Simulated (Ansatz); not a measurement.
Input and output of a self-consistent single point for the (001) slab of NaCl (cut from a parent of space group no. 225; 8 atoms in the cell) (Ansatz, an electronic-structure program).

Method of the run: PBE (plane waves, PAW; Ansatz).

The change in words: vacuum of 8 angstrom (first run: 14 Å). Reference geometry:
```xyz
8
Lattice="4.0000 0.0000 0.0000 -4.0000 4.0000 0.0000 0.0000 0.0000 22.4854" Properties=species:S:1:pos:R:3 pbc="T T T"
Cl    -2.0000     2.0000     9.8285
Cl     0.0000     0.0000     7.0000
Cl    -2.0000     2.0000    15.4854
Cl     0.0000     0.0000    12.6569
Na     0.0000     0.0000     9.8285
Na    -2.0000     2.0000     7.0000
Na     0.0000     0.0000    15.4854
Na    -2.0000     2.0000    12.6569
```

Reference input (self-consistent single point, DFT, PBE, plane waves, default PAW files): basis.ecutwfc = 420 eV; kpoints.mp_grid.grid = 8 8 1; hamiltonian.xc = pbe; hamiltonian.pseudopotentials = {kind: paw} (the program's default PAW files); scf.occupations.method = fermi_dirac; scf.occupations.width = 0.01 eV. This run's input differs from it in these lines:

Ansatz 0.2 input:
```diff
@@ -5,12 +5,12 @@
     - [-4.000046, 4.000046, 0.000000]
-    - [0.000000, 0.000000, 22.485405]
+    - [0.000000, 0.000000, 16.485407]
   atoms:
-    - { symbol: Cl, position: [0.000000, 0.500000, 0.437106] }
-    - { symbol: Cl, position: [0.000000, 0.000000, 0.311313] }
-    - { symbol: Cl, position: [0.000000, 0.500000, 0.688687] }
-    - { symbol: Cl, position: [0.000000, 0.000000, 0.562894] }
-    - { symbol: Na, position: [0.000000, 0.000000, 0.437106] }
-    - { symbol: Na, position: [0.000000, 0.500000, 0.311313] }
-    - { symbol: Na, position: [0.000000, 0.000000, 0.688687] }
-    - { symbol: Na, position: [0.000000, 0.500000, 0.562894] }
+    - { symbol: Cl, position: [1.000000, 0.500000, 0.414215] }
+    - { symbol: Cl, position: [0.000000, 0.000000, 0.242639] }
+    - { symbol: Cl, position: [1.000000, 0.500000, 0.757361] }
+    - { symbol: Cl, position: [0.000000, 0.000000, 0.585785] }
+    - { symbol: Na, position: [0.000000, 0.000000, 0.414215] }
+    - { symbol: Na, position: [1.000000, 0.500000, 0.242639] }
+    - { symbol: Na, position: [0.000000, 0.000000, 0.757361] }
+    - { symbol: Na, position: [1.000000, 0.500000, 0.585785] }
 basis:
```

The program printed (abridged):

```
SCF iter   1: F=—  HF=-10277.917451 eV  |F-HF|=—  |Δ(HF+E_count)|=         —  Δρ=4.01e-4  dr2=5.16e-4  ethr=1.77e-3  ⟨swp⟩=8.5  Hψ=2490  notcnv=0
all-band conjugate gradients solve this SCF's bands
preconditioner: auto → Resta (q_TF=auto, 2.155 Å⁻¹)
SCF iter   2: F=—  HF=-10277.916305 eV  |F-HF|=—  |Δ(HF+E_count)|=   1.15e-3  Δρ=1.84e-4  dr2=1.88e-4  ethr=8.07e-7  ⟨swp⟩=3.1  Hψ=1525  notcnv=0  defer=43
SCF iter   3: F=—  HF=-10277.916434 eV  |F-HF|=—  |Δ(HF+E_count)|=   1.29e-4  Δρ=1.01e-4  dr2=3.29e-5  ethr=2.93e-7  ⟨swp⟩=2.3  Hψ=1052  notcnv=0  defer=43
SCF iter   4: F=—  HF=-10277.916667 eV  |F-HF|=—  |Δ(HF+E_count)|=   2.33e-4  Δρ=3.34e-5  dr2=3.99e-6  ethr=5.14e-8  ⟨swp⟩=2.0  Hψ=1047  notcnv=0  defer=43
SCF iter   5: F=—  HF=-10277.916665 eV  |F-HF|=—  |Δ(HF+E_count)|=   2.65e-6  Δρ=5.81e-6  dr2=1.02e-7  ethr=6.24e-9  ⟨swp⟩=2.0  Hψ=1048  notcnv=0  defer=43
SCF iter   6: F=-10277.916665 eV  HF=-10277.916665 eV  |F-HF|=7.82e-9  |Δ(HF+E_count)|=   7.59e-8  Δρ=2.03e-6  dr2=1.50e-8  ethr=1.56e-10  ⟨swp⟩=10.7  Hψ=2496  notcnv=0
SCF 1 converged in 6 iterations: F = -10277.916665 eV  dr2 = 1.50e-8
Free energy (F): -10277.916665 eV
Internal energy: -10277.916665 eV  (E = F + TS)
E sigma→0 (E₀):  -10277.916665 eV
Fermi energy:    1.109510 eV
--- Forces (eV/Å), atoms counted from 1 ---
  atom   1  Cl     0.00000000    -0.00000000    -0.00929473
  atom   2  Cl     0.00000000     0.00000000    -0.17897244
  atom   3  Cl     0.00000000     0.00000000     0.17897244
  atom   4  Cl     0.00000000    -0.00000000     0.00929473
  atom   5  Na     0.00000000     0.00000000    -0.01162329
  atom   6  Na     0.00000000     0.00000000     0.14654147
  atom   7  Na     0.00000000     0.00000000    -0.14654147
  atom   8  Na     0.00000000     0.00000000     0.01162329
--- Stress (GPa, compression-positive) ---
       -0.258886       0.000000       0.000000
        0.000000      -0.258886       0.000000
        0.000000       0.000000       0.199766
  P = ⅓ Tr σ = -0.1060 GPa (-1.060 kbar)
  The stress holds the Pulay correction. Without it, at fixed plane waves, as pw.x and ABINIT print it: P = -0.1084 GPa
```

The run converged in 6 iterations. Against the reference run the free energy is nearly the same (within 1 meV/atom), the largest force stays at 0.179 eV/Å and the gap on the mesh goes from 4.887 to 4.752 eV.

The starting cell has typed, rounded lattice constants, without a prior relaxation at this level. The slab is cut from that crystal, and its faces are unrelaxed. Its lattice was rescaled by up to half a per cent. Spin polarisation is off, though cut faces can carry moments; a gap of a slab can lie between surface states.
